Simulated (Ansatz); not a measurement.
The reference is InSb in the zinc blende structure (space group F-43m, No. 216).

```yaml
crystal:
  lattice:
    - [0.00000, 3.22485, 3.22485]
    - [3.22485, 0.00000, 3.22485]
    - [3.22485, 3.22485, 0.00000]
  atoms:
    - { symbol: In, position: [0.00000, 0.00000, 0.00000] }
    - { symbol: Sb, position: [0.25000, 0.25000, 0.25000] }
```

Method: LDA, PAW, 420 eV (Ansatz, an electronic-structure program; no spin-orbit coupling).

Base values:

```
Quantity            Value
---------------  --------
Gap character      absent
Band gap             zero
Volume per atom  33.54 Å³
```

Now apply this change: a hydrostatic pressure of 30 GPa.

Problem. What happens to the gap character, band gap and volume per atom?

Solution. The gap character changes from absent to indirect, Γ → Γ–X (86 % along); the band gap becomes 0.51 eV (base: zero); the volume per atom drops by 8.91 Å³ (33.54 Å³ → 24.63 Å³).

Spin-orbit coupling, missing from the scalar runs, can matter with Sb. Load acts through the strain it causes; cell and atoms are relaxed under it. No phonon test of stability was made. Tetrahedral semiconductors of this kind turn to denser phases somewhere between about 1 and 50 GPa; those were not computed, so compressed cells here can lie past the real transition. All final runs are without spin polarisation. A zero or small gap of InSb can be the functional's error rather than a property of the material.
